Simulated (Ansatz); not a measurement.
We look at the formation energy of H_i in Ni (fcc, Fm-3m). Reaction: 32 Ni (fcc) + 1/2 H2 (gas) → cell A.

Cell A: a supercell of 32 sites of Ni (fcc, Fm-3m) with H off the lattice sites (4 Ni at 1.61 Å); spin state with PBE: parallel moments, net moment 19.4 μB a cell, k-point mesh 5×5×5.
```
Ni32H
1.0
    7.04196     0.00000     0.00000
    0.00000     7.04196     0.00000
    0.00000     0.00000     7.04196
Ni H
32 1
Direct
  0.99321   0.99321   0.99321
  0.99321   0.25679   0.25679
  0.25679   0.99321   0.25679
  0.25679   0.25679   0.99321
  0.99930   0.99930   0.50127
  0.99930   0.25070   0.74873
  0.25070   0.99930   0.74873
  0.25070   0.25070   0.50127
  0.99930   0.50127   0.99930
  0.99930   0.74873   0.25070
  0.25070   0.50127   0.25070
  0.25070   0.74873   0.99930
  0.99965   0.50122   0.50122
  0.99965   0.74878   0.74878
  0.25035   0.50122   0.74878
  0.25035   0.74878   0.50122
  0.50127   0.99930   0.99930
  0.50127   0.25070   0.25070
  0.74873   0.99930   0.25070
  0.74873   0.25070   0.99930
  0.50122   0.99965   0.50122
  0.50122   0.25035   0.74878
  0.74878   0.99965   0.74878
  0.74878   0.25035   0.50122
  0.50122   0.50122   0.99965
  0.50122   0.74878   0.25035
  0.74878   0.50122   0.25035
  0.74878   0.74878   0.99965
  0.50019   0.50019   0.50019
  0.50019   0.74981   0.74981
  0.74981   0.50019   0.74981
  0.74981   0.74981   0.50019
  0.12500   0.12500   0.12500
```

Reference: Ni (fcc, Fm-3m), 32 atoms in the cell, the relaxed perfect crystal repeated, atoms not moved again; spin state with PBE: parallel moments, net moment 20.3 μB a cell, k-point mesh 5×5×5 on the run's own vectors.

Reference: an isolated H2 molecule (singlet) in a box of 11 × 11 × 13 Å.

Computed with Ansatz (plane waves, PAW), its PAW set soft_1, cutoff 420 eV. The structures are at rest with PBE, within the held lattices. Neutral cells; Fermi-Dirac smearing of at most 0.10 eV in the solids, energies taken to zero width. Larger cells are relaxed from a start prepared with the learned potential CHGNet, on a coarser mesh till forces fall under 0.03 eV/Å, which some starts already meet. A dispersion term (D3(BJ), or D4 for r2SCAN) was computed beside these levels and is taken off wherever the name lacks it. Space groups of crystals are read within 0.01 Å. Static lattices, no vibrational contributions. The structures are the rest points that the relaxations reached, not proven lowest. No search over spin orders was made beyond those shown. Values are for these cell sizes. Mesh and cell size may move defect energies by 0.1 eV or more. Cell A has symmetry P-43m within 0.02 Å and got no random move, so less symmetric positions, which may lie lower, weren't tried.

### Question
Give the value at the level PBE.

### Answer
0.35 eV, for 32 Ni (fcc) + 1/2 H2 (gas) → cell A.

Ansatz is a quantum-chemistry and plane-wave program.
